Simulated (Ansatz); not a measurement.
**PbSe: tensor shear ε_xy = +1.43 %**

The reference is PbSe in the rock salt structure (space group Fm-3m, No. 225; a = 6.1016 Å). Axes: x, y, z lie along the cube axes.

Perturbation: a pure shear with ε_xy = ε_yx = 0.0143, atoms relaxed at fixed cell.

Level of theory: Ansatz (a quantum-chemistry and plane-wave program) PBEsol, no SOC. Γ-centred 9×9×9 mesh, Fermi–Dirac width 0.05 eV.

```json
[
 {"quantity": "volume per atom", "base": "28.39 Å³", "changed": "28.39 Å³", "shift": "-0.006 Å³"},
 {"quantity": "space group", "base": "Fm-3m (No. 225)", "changed": "Immm (No. 71)", "shift": "–"},
 {"quantity": "shortest interatomic distance", "base": "3.051 Å", "changed": "3.051 Å", "shift": "0.000 Å"},
 {"quantity": "energy relative to the base (free energy F)", "base": "0 meV/atom", "changed": "+1.3 meV/atom", "shift": "+1.3 meV/atom"},
 {"quantity": "pressure (mean of the normal stresses, compression positive)", "base": "0.0 GPa", "changed": "0.0 GPa", "shift": "0.0 GPa"},
 {"quantity": "band gap", "base": "0.17 eV", "changed": "zero", "shift": "–"},
 {"quantity": "valley order (the lowest conduction-band minima on the path, energy above the VBM, named in the base's zone)", "base": "L along ⟨111⟩ 0.17 eV; a point along ⟨110⟩, about 0.6 Å⁻¹ from Γ 1.03 eV", "changed": "L along [1-11] 0.03 eV; L along [111] 0.17 eV; a point along [1-10], about 0.6 Å⁻¹ from Γ 0.84 eV; a point along [110], about 0.6 Å⁻¹ from Γ 1.09 eV", "shift": "–"},
 {"quantity": "stress (xx, yy, zz, yz, xz, xy; compression positive) (rough)", "base": "–", "changed": "(0.0, 0.0, 0.0, 0.0, 0.0, -0.5) GPa", "shift": "–"}
]
```

Final structure:

```yaml
crystal:
  lattice:
    - [0.04363, 3.05080, 3.05080]
    - [3.05080, 0.04363, 3.05080]
    - [3.09443, 3.09443, 0.00000]
  atoms:
    - { symbol: Pb, position: [0.00000, 0.00000, 0.00000] }
    - { symbol: Se, position: [0.50000, 0.50000, 0.50000] }
```

Without a gap, meshes like the base's 9×9×9 leave anisotropic stresses uncertain by several tenths of a GPa, and small strain energies with them. Spin-orbit coupling, missing from the scalar runs, can matter with Pb. The cells carry an imposed strain or load. Whether these cells are dynamically stable was not tested. The final runs are not spin-polarised. Gaps under 0.05 eV, about the width of the smearing, are given as zero. The zero or small gap of PbSe can change with the level of theory.
